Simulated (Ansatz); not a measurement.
System: Ti₂B (model structure, started from the Ca2N type, R-3m, No. 166, 3 atoms in the cell). Method: LDA in Ansatz (plane waves, PAW).

Run with plane-wave cutoff 520 eV, 20×20×20 k mesh, Fermi–Dirac smearing 0.05 eV, no spin polarisation, scalar-relativistic PAW data made under PBE.

Cell (relaxed at this level):

Ti2B is modelled in the trigonal space group R-3m, hexagonal axes (No. 166), Pearson symbol hR3. Cell: a = 3.1495 Å, b = 3.1495 Å, c = 14.0249 Å, α = 90.00°, β = 90.00°, γ = 120.00°. Ti on 6c is surrounded by 3 B at 2.176 Å and 12 Ti at 2.920–3.150 Å. B on 3a is coordinated by 6 Ti at 2.176 Å (octahedral). (Neighbours: up to the widest gap in distance over summed covalent radii, below 1.35, at either atom; cation-cation and far metal-metal contacts left out.)
(The calculation used a cell of 3 atoms; values per cell refer to that cell.)

Q: Estimate the bulk modulus B0 that the calculation returns.

A: 
* **bulk modulus B0**: 121 GPa

Note: the run has no spin polarisation, so it can have missed a magnetic state; the bulk modulus is −V dP/dV from two relaxed cells at ±2 % in volume; the relaxation could raise the start's symmetry but not lower it, so the cell can be a saddle point.

The computed numbers hold no vibrational or temperature effects.

A model structure was made by putting elements into a prototype or built by hand; it is no filed structure, need not be a known phase, and can be a saddle point held by its symmetry.

Ansatz is a quantum-chemistry and plane-wave program.
